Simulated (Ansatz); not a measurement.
# A computed series for Cu3N: response to strain

The reference is Cu₃N (space group Pm-3m, No. 221).

```xyz
4
Lattice="3.8269 0.0000 0.0000 0.0000 3.8269 0.0000 0.0000 0.0000 3.8269" Properties=species:S:1:pos:R:3 pbc="T T T"
Cu     1.9134     0.0000     0.0000
Cu     0.0000     1.9134     0.0000
Cu     0.0000     0.0000     1.9134
N      0.0000     0.0000     0.0000
```

Cartesian axes are those of the cell as printed.

Strains are applied to the cell and any free atomic positions relax.

Calculations: Ansatz (a quantum-chemistry and plane-wave program) PBE, without spin-orbit coupling.

Notes on the quantities. energy relative to the base: free energy F.

```
change                       energy relative to the base  band gap  smallest direct gap
---------------------------  ---------------------------  --------  -------------------
base                                          0 meV/atom   0.22 eV              0.75 eV
tensor shear ε_xy = +1.33 %                +0.6 meV/atom   0.16 eV              0.63 eV
tensor shear ε_xy = +2.00 %                +1.3 meV/atom   0.12 eV              0.53 eV
tensor shear ε_xy = +0.67 %                +0.1 meV/atom   0.19 eV              0.73 eV
tensor shear ε_xy = +1.67 %                +0.9 meV/atom   0.14 eV              0.58 eV
tensor shear ε_xy = +0.33 %                 0.0 meV/atom   0.21 eV              0.75 eV
tensor shear ε_xy = +1.00 %                +0.3 meV/atom   0.17 eV              0.68 eV
```

Whether these cells are dynamically stable was not tested. All final runs are without spin polarisation. The zero or small gap of Cu3N can change with the level of theory.
